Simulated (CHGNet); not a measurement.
**Cubic perovskite BaZrO3**

Calculation: the machine-learned potential CHGNet-r²SCAN (trained on r²SCAN data).

Cell (relaxed at this level):

Space group Pm-3m (No. 221); a = 4.212 Å, b = 4.212 Å, c = 4.212 Å, α = 90.00°, β = 90.00°, γ = 90.00°

```json
[
 {"atom": "Ba", "site": "1a", "symmetry": "m-3m", "x": "0.0000", "y": "0.0000", "z": "0.0000"},
 {"atom": "Zr", "site": "1b", "symmetry": "m-3m", "x": "0.5000", "y": "0.5000", "z": "0.5000"},
 {"atom": "O", "site": "3c", "symmetry": "4/mm.m", "x": "0.0000", "y": "0.5000", "z": "0.5000"}
]
```

| Quantity | Result |
|---|---|
| lattice constant a | 4.212 Å |
| volume per atom | 14.95 Å³/atom |

Measured, for comparison: lattice constant a 4.191 Å, equilibrium volume per atom 14.72 Å³/atom (temperature not stated, not corrected to a static lattice; as tabulated in Evaestov et al. (2010), arXiv:1010.1170). Computed (rounded) less measured: lattice constant a +0.5 %, equilibrium volume per atom +1.6 %.

A machine-learned potential is trained on density-functional data: it inherits that level's misses and adds fitting errors of its own.
